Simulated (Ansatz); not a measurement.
Consider InAgTe$_{2}$ in the chalcopyrite structure (space group I-42d, No. 122).

```xyz
8
Lattice="-3.2843 3.2843 6.4997 3.2843 -3.2843 6.4997 3.2843 3.2843 -6.4997" Properties=species:S:1:pos:R:3 pbc="T T T"
In     0.0000     0.0000     6.4997
In     3.2843     0.0000     3.2499
Te     1.6055     1.6422     1.6249
Te    -1.6422     1.6789     4.8748
Te     1.6789     1.6422     8.1246
Te     4.9265     1.6055    -1.6249
Ag     0.0000     0.0000     0.0000
Ag     0.0000     3.2843     3.2499
```

Method: plane-wave PAW DFT at the PBE level (Ansatz, a quantum-chemistry and plane-wave program, 420 eV), no SOC.

Strains are applied to the cell and any free atomic positions relax.

One change was made to it. Results:

| quantity | base | after |
|---|---|---|
| energy relative to the base (free energy F) | 0 meV/atom | +20 meV/atom |
| pressure (mean of the normal stresses, compression positive) | 0.01 GPa | 2.98 GPa |

Name the change that was made.
A) isotropic strain −3.00 %
B) isotropic strain −2.25 %
C) isotropic strain −1.50 %
D) isotropic strain −0.75 %

B, isotropic strain −2.25 %. For comparison, the energy relative to the base in the other runs: isotropic strain −0.75 % gives +2.1 meV/atom; isotropic strain −1.50 % gives +8.7 meV/atom; isotropic strain −3.00 % gives +37 meV/atom.

No phonon test of stability was made.
